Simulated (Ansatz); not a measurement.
Reference: Ti2InN (P6_3/mmc), PBEsol, DFPT electron-phonon coupling, linearised Boltzmann equation (plane waves, PAW, scalar-relativistic; Ansatz, a program for electronic structure); geometry: relaxed with this functional, without spin-orbit coupling.

```
InTi2N
1.0
    3.05376     0.00000     0.00000
   -1.52688     2.64463     0.00000
    0.00000     0.00000    13.87890
Ti In N
4 2 2
Direct
  0.66667   0.33333   0.42080
  0.33333   0.66667   0.57920
  0.33333   0.66667   0.92080
  0.66667   0.33333   0.07920
  0.66667   0.33333   0.75000
  0.33333   0.66667   0.25000
  0.00000   0.00000   0.00000
  0.00000   0.00000   0.50000
```

The resistivity at 300 K is 32 μΩ·cm and the electron-phonon coupling λ is 0.42. The logarithmic mean phonon energy is 26 meV.

**Question.** Replace In by Al on the same sites and relax. What happens?

**Answer.** Ti$_{2}$AlN (P6_3/mmc): volume per atom 14.0 to 12.9 Å³; resistivity at 300 K falls (32 μΩ·cm to 18.2 μΩ·cm); electron-phonon coupling λ falls (0.42 to 0.27); logarithmic mean phonon energy rises (26 meV to 35 meV).

**Question.** Replace Ti by Zr on the same sites and relax. What happens?

**Answer.** Zr2InN (P6_3/mmc): volume per atom 14.0 to 17.0 Å³; resistivity at 300 K stays about the same (32 μΩ·cm to 29 μΩ·cm); electron-phonon coupling λ falls (0.42 to 0.35); logarithmic mean phonon energy falls (26 meV to 21 meV).

Moves up to 15 % count as about the same. Metals; harmonic phonons alone scatter; means over directions. Halving the electron mesh moves these values by up to 10 %; q meshes are mostly untested. Spin-orbit coupling is left out.

Computed structure with no diffraction record at hand here (it may be known, metastable or hypothetical): Ti2AlN (P6_3/mmc), Ti2InN (P6_3/mmc), Zr2InN (P6_3/mmc).
